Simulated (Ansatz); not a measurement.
The reference is HfS$_{2}$ in the CdI2 type structure (space group P-3m1, No. 164; layered, stacked along the Cartesian z axis).

```cif
data_HfS2
_chemical_formula_sum 'Hf1 S2'
_space_group_name_H-M_alt 'P-3m1'
_space_group_IT_number 164
_space_group_name_Hall '-P 3 2"'
_cell_length_a 3.60570
_cell_length_b 3.60570
_cell_length_c 5.76763
_cell_angle_alpha 90.000
_cell_angle_beta 90.000
_cell_angle_gamma 120.000
loop_
_atom_site_label
_atom_site_type_symbol
_atom_site_symmetry_multiplicity
_atom_site_Wyckoff_symbol
_atom_site_fract_x
_atom_site_fract_y
_atom_site_fract_z
_atom_site_occupancy
Hf1 Hf 1 a 0.00000 0.00000 0.00000 1
S1 S 2 d 0.33333 0.66667 0.25252 1
```

The values are results of PBE-D3(BJ), PAW, 420 eV (Ansatz, a first-principles code; no spin-orbit coupling), not measurements.

Before the change:

Band gap: 0.85 eV
Volume per atom: 21.65 Å³
c/a ratio: 1.600

Perturbation: cell and atoms relaxed at a pressure of 9 GPa.

Q: Predict the new band gap, volume per atom and c/a ratio.

A: The band gap changes from 0.85 eV to zero; the volume per atom shrinks by 3.03 Å³, from 21.65 Å³ to 18.62 Å³; the c/a ratio falls by 0.070 (1.600 → 1.530).

With Hf present, leaving out spin-orbit coupling can change the band edges. Load acts through the strain it causes; cell and atoms are relaxed under it. Stability against distortions was not tested. Competing high-pressure phases were not computed. All final runs are without spin polarisation. Gaps under 0.05 eV, about the width of the smearing, are given as zero. The zero or small gap of HfS2 under pressure 9 GPa can change with the level of theory.
